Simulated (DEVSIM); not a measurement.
Structure: Co/SiO2/n-Ge capacitor, at 400 K.

| layer (left to right) | material | thickness (nm) | Nd (cm⁻³) |
|---|---|---|---|
| 1 | SiO2 | 1.20 | - |
| 2 | Ge | 1600 | 6.5e16 |

Metal gate on the left, work function 5 eV. Fixed charge at the semiconductor interface -9.8e10 cm⁻² (in units of +e); no interface traps.

The device is made up for the run: typed textbook-type constants, with dimensions and the other settings drawn at random. Values at 300 K; Nc and Nv go as T^1.5, mobilities as T to minus their exponent, the gap by Varshni's rule with the affinity fixed.

```csv
parameter,SiO2,Ge
gap (eV),9,0.664
affinity (eV),0.9,4
permittivity,3.9,16
Nc (cm⁻³),-,1.04e19
Nv (cm⁻³),-,6e18
Varshni α (eV/K),-,0.000477
Varshni β (K),-,235
```

DEVSIM, 1D Poisson equation in equilibrium, Boltzmann statistics, complete ionisation; no quantum confinement or tunnelling. Metal contacts follow the ideal Schottky-Mott rule: no Fermi-level pinning, no interface dipoles.

**Question.** Tabulate band edges, carrier densities and field at 0.6 V on the gate.

**Answer.** Energies count from the Fermi level of the right contact; mesh points crowd at the junctions.

```
x (μm)     Ec (eV)  Ev (eV)  n (cm⁻³)  p (cm⁻³)  field (V/cm)
---------  -------  -------  --------  --------  ------------
0.000        3.500   -5.500     < 1e2     < 1e2       -150000
0.0005645    3.491   -5.509     < 1e2     < 1e2       -150000
0.001022     3.484   -5.516     < 1e2     < 1e2       -150000
0.001904     0.378   -0.246    2.7e14    7.4e15        -48000
0.004388     0.366   -0.258    3.9e14    5.3e15        -46000
0.008314     0.349   -0.275    6.4e14    3.2e15        -43000
0.01526      0.321   -0.303    1.5e15    1.4e15        -38000
0.03552      0.258   -0.366    8.9e15    2.3e14        -24000
0.06754      0.210   -0.415    3.7e16    5.5e13         -8300
0.1285       0.191   -0.433    6.3e16    3.2e13          -600
0.2362       0.190   -0.434    6.5e16    3.1e13           ≈ 0
0.5506       0.190   -0.434    6.5e16    3.1e13           ≈ 0
0.9702       0.190   -0.434    6.5e16    3.1e13           ≈ 0
1.270        0.190   -0.434    6.5e16    3.1e13           ≈ 0
1.460        0.190   -0.434    6.5e16    3.1e13           ≈ 0
1.525        0.190   -0.434    6.5e16    3.1e13           ≈ 0
1.562        0.190   -0.434    6.5e16    3.1e13           ≈ 0
1.581        0.190   -0.434    6.5e16    3.1e13           ≈ 0
1.593        0.190   -0.434    6.5e16    3.1e13           ≈ 0
1.597        0.190   -0.434    6.5e16    3.1e13           ≈ 0
1.600        0.190   -0.434    6.5e16    3.1e13           ≈ 0
1.601        0.190   -0.434    6.5e16    3.1e13           ≈ 0
```
